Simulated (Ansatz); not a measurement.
**fluorite (0 0 1) on zinc-blende GaAs (0 0 1) (film strained to the substrate, started from cuts of the bulks and a machine-learned relaxation; metallic at this level, with no gap by band count; slabs As5Ga6 and Ca4F8, which can lie off the formulas)**

A periodic stack without vacuum, fluorite (0 0 1) on zinc-blende GaAs (0 0 1) (film strained to the substrate, started from cuts of the bulks and a machine-learned relaxation; metallic at this level, with no gap by band count; slabs As5Ga6 and Ca4F8, which can lie off the formulas): substrate slab As5Ga6, film Ca4F8, surface cells [[1, 0], [1, 1]] and [[1, 0], [1, 1]], film strained by +4.3 and +4.3 %, outermost planes Ga/Ga and F/Ca as cut, which need not be the usual terminations and can put a slab off its formula.

The start was prepared with a machine-learned potential, and the result is one local minimum, with the in-plane cell held and forces under 0.04 eV/Å; the film can end far from its bulk form.

Levels used, each named beside its values: PBE (plane waves to 420 eV, PAW; Ansatz, a first-principles code); HSE06 (plane waves to 420 eV, PAW; Ansatz). Geometries and values that name no level are of the first. No spin–orbit coupling; PBE gaps are too small against experiment. Its k-point mesh 6×6×1, Fermi–Dirac width 0.05 eV. HSE06 ran on meshes of its own (6×6×6, 3×3×3); its edges and gaps are taken over the mesh and over extra points off it, mostly where PBE has its edges.

- interface area = 16.5 Å²
- period = 27.09 Å
- heights between the nearest atoms of the two slabs at the two interfaces = 1.19 and 1.82 Å
- Ca–Ga contacts across the interfaces within 1.22 times the sum of covalent radii = 5, mean 3.44 Å
- F–Ga contacts across the interfaces within 1.22 times the sum of covalent radii = 2, mean 2.01 Å
- two interfaces = unlike, so that offsets are their mean
- valence offset, film less substrate (PBE, at the middle of a substrate layer that carries a field) = -4.49 eV
- valence offset, film less substrate (HSE06 edges on the PBE line-up, at the middle of a substrate layer that carries a field) = -5.69 eV
- conduction offset (HSE06 edges on the PBE line-up, at the middle of a substrate layer that carries a field) = +1.83 eV
- spin-polarised check at this geometry = keeps a moment, energy 0.00 eV
- slope of the mean potential energy in the substrate = -8.9 MV/cm × e

```yaml
crystal:
  lattice:
    - [4.06191, 0.00005, 0.16472]
    - [-0.00524, 4.06309, 0.06074]
    - [2.46707, -0.27764, 27.20905]
  atoms:
    - { symbol: As, position: [0.11695, 0.74269, 0.08506] }
    - { symbol: As, position: [0.92781, 0.73222, 0.29813] }
    - { symbol: As, position: [0.52249, 0.23694, 0.19199] }
    - { symbol: As, position: [0.72850, 0.71948, 0.51208] }
    - { symbol: As, position: [0.33194, 0.22686, 0.40452] }
    - { symbol: Ga, position: [0.06945, 0.24094, 0.13846] }
    - { symbol: Ga, position: [0.66668, 0.75562, 0.02893] }
    - { symbol: Ga, position: [0.88016, 0.22989, 0.35041] }
    - { symbol: Ga, position: [0.47528, 0.73541, 0.24438] }
    - { symbol: Ga, position: [0.68384, 0.21318, 0.56402] }
    - { symbol: Ga, position: [0.27806, 0.72405, 0.45665] }
    - { symbol: Ca, position: [0.40074, 0.28126, 0.76547] }
    - { symbol: Ca, position: [0.98713, 0.80358, 0.66615] }
    - { symbol: Ca, position: [0.22674, 0.26423, 0.96185] }
    - { symbol: Ca, position: [0.81145, 0.76932, 0.86580] }
    - { symbol: F, position: [0.95208, 0.29123, 0.71154] }
    - { symbol: F, position: [0.44517, 0.77869, 0.71854] }
    - { symbol: F, position: [0.51638, 0.93756, 0.62470] }
    - { symbol: F, position: [0.01088, 0.34555, 0.60810] }
    - { symbol: F, position: [0.77045, 0.26648, 0.91165] }
    - { symbol: F, position: [0.26591, 0.76612, 0.91691] }
    - { symbol: F, position: [0.35403, 0.77382, 0.81770] }
    - { symbol: F, position: [0.85946, 0.27406, 0.81214] }
```
